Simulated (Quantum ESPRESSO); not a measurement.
Troubleshooting Quantum ESPRESSO: a failed run on CaY₂Te₄ (P2/m, 7 atoms in the cell). The aim is a self-consistent single point with DFT, LDA (PZ), plane waves, GBRV 1.5 ultrasoft (LDA) pseudopotentials.

Input:

```fortran
&CONTROL
  calculation = 'scf',
  outdir = './out',
  pseudo_dir = './',
  tprnfor = .true.,
  tstress = .true.,
/
&SYSTEM
  ibrav = 0,
  nat = 7,
  ntyp = 3,
  ecutwfc = 40,
  ecutrho = 320,
  occupations = 'fixed',
  nbnd = 32,
/
&ELECTRONS
  conv_thr = 1.0d-10,
  electron_maxstep = 5,
/
ATOMIC_SPECIES
Ca    40.0780  ca_lda_v1.uspp.F.UPF
Y     88.9058  y_lda_v1.4.uspp.F.UPF
Te   127.6000  te_lda_v1.uspp.F.UPF
ATOMIC_POSITIONS {alat}
Ca    0.341979495    0.000000000    0.486155270
Y     0.000000000    0.000000000    0.000000000
Y     0.500000000    0.292336482    0.000000000
Te    0.521026962    0.292336482    0.733977781
Te    0.162932028    0.292336482    0.238332760
Te    0.013850382    0.000000000    0.741104817
Te    0.670108608    0.000000000    0.231205723
K_POINTS {automatic}
2 3 2  0 0 0
CELL_PARAMETERS {angstrom}
   7.405020000     0.000000000     0.000000000
   0.000000000     4.329515000     0.000000000
  -2.340290000     0.000000000     7.199979000
```

The program printed (abridged):

```
     Self-consistent Calculation

     iteration #  1     ecut=    40.00 Ry     beta= 0.70

     Threshold (ethr) on eigenvalues was too large:
     Diagonalizing with lowered threshold

     total energy              =    -367.42904043 Ry
     estimated scf accuracy    <       0.13960816 Ry

     iteration #  2     ecut=    40.00 Ry     beta= 0.70

     total energy              =    -367.42908848 Ry
     estimated scf accuracy    <       0.12295321 Ry

     iteration #  3     ecut=    40.00 Ry     beta= 0.70

     total energy              =    -367.46279964 Ry
     estimated scf accuracy    <       0.05310001 Ry

     iteration #  4     ecut=    40.00 Ry     beta= 0.70

     total energy              =    -367.46993622 Ry
     estimated scf accuracy    <       0.00269387 Ry

     iteration #  5     ecut=    40.00 Ry     beta= 0.70
     c_bands:  1 eigenvalues not converged

     total energy              =    -367.47099051 Ry
     estimated scf accuracy    <       0.00042827 Ry
     End of self-consistent calculation

     convergence NOT achieved after   5 iterations: stopping

   JOB DONE.
```

### Question
What is wrong, and how is it fixed?

### Answer
The fault is an iteration limit that is too low. The loop is cut before its threshold is met, so whatever is printed at the end is not self-consistent. To fix it, raise the limit, or leave it to the default. The run ended unconverged after 5 iterations.

An input that runs soundly differs in these lines (not the only fix; some lines may just follow from the change or write a value another way):
```diff
-  electron_maxstep = 5,
```

With that input, the run converged in 13 iterations: free energy E − TS -4999.6986 eV; top of the valence band (on the code's own zero) 6.33 eV; gap on the k-point mesh 0.34 eV; pressure -0.55 GPa; largest force (vector length) 0.107 eV/Å (DFT, LDA (PZ), plane waves, GBRV 1.5 ultrasoft (LDA) pseudopotentials).

On the sound input: the starting cell comes from a database of computed structures (which also holds hypothetical and non-ambient phases and stackings), without a prior relaxation at this level. Its lattice was rescaled by a random factor within 2.5 % of one. Spin-orbit coupling is off.
